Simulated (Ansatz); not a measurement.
# BN: pressure series

Start from BN in the wurtzite structure (space group P6_3mc, No. 186; a = 2.555 Å, c = 4.225 Å).

Cell and atoms are relaxed at each pressure.

The values are results of plane-wave PAW DFT at the PBE level (Ansatz, a quantum-chemistry and plane-wave program, 420 eV), no spin-orbit coupling, not measurements.

Candidates:
(a) pressure 30 GPa
(b) pressure 0.9 GPa
(c) pressure 9 GPa
(d) pressure −1 GPa

Base values:

- Smallest direct gap = 8.23 eV

Problem. Order them by smallest direct gap, lowest first.

Solution. (d) pressure −1 GPa (8.22 eV), (b) pressure 0.9 GPa (8.25 eV), (c) pressure 9 GPa (8.35 eV), (a) pressure 30 GPa (8.57 eV)

Load acts through the strain it causes; cell and atoms are relaxed under it. Stability against distortions was not tested. Competing high-pressure phases were not computed.
